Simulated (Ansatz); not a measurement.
## Response to strain in InAs

Start from InAs in the zinc blende structure (space group F-43m, No. 216; a = 6.1096 Å).

Strains are applied to the cell and any free atomic positions relax.

Computed with DFT with r2SCAN, PAW potentials and a 500 eV plane-wave cutoff in Ansatz (a quantum-chemistry and plane-wave program), without spin-orbit coupling.

Notes on the quantities. energy relative to the base: free energy F.

```tsv
isotropic strain (%)	energy relative to the base (meV/atom)
-3	46.1
-2.5	31.4
-2	19.7
-1.5	10.8
-1	?
-0.5	1.1
0	0.0
```

**Question.** Fit ΔE = Aε² + Bε³ (ε in %) to the rows shown and predict the withheld row.

**Answer.** Least squares on the printed values gives A = 4.51 and B = -0.20 meV/atom (largest residual 0.1 meV/atom); this predicts 4.7 meV/atom, and the run gives 4.7 meV/atom, in agreement.

Stability against distortions was not tested.
